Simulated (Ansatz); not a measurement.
GaP (F-43m) under hydrostatic pressure: band gap by r2SCAN with spin-orbit coupling, rigid bands (plane waves, PAW; Ansatz, a quantum-chemistry and plane-wave program). The unloaded cell, whose axes the loads refer to:

```
GaP
1.0
    0.00000     2.72581     2.72581
    2.72581     0.00000     2.72581
    2.72581     2.72581     0.00000
Ga P
1 1
Cartesian
  0.00000   0.00000   0.00000
  1.36291   1.36291   1.36291
```

```
hydrostatic pressure (GPa)  volume per atom (Å³)  band gap (eV)
--------------------------  --------------------  -------------
-2                                         20.75           1.86
0                                          20.25           1.82
2                                          19.82           1.78
5                                          19.25              ?
10                                         18.46           1.64
```

Problem. Fit a straight line to band gap against the load over the rows given, and predict the row at 5 GPa.

Solution. The means are x̄ = 2.500 GPa and ȳ = 1.7750; Σ(x − x̄)(y − ȳ) = -1.510 and Σ(x − x̄)² = 83.00, so the slope is -18.2 meV per GPa, and the rows given lie within 4.1 meV of the line. At 5 GPa the line gives 1.73 eV; the calculation gives 1.73 eV, 0.028 % from it.

Problem. With all rows, what volume deformation potential dE_g/d ln V follows?

Solution. A line through E_g against ln V has the slope 1.9 eV, so the gap narrows under compression.

 Stresses and pressures are the targets of the relaxation. Gaps are resolved to about 0.01 eV. The structure type is held at every load. Geometry: cell and atoms relaxed with r2SCAN.
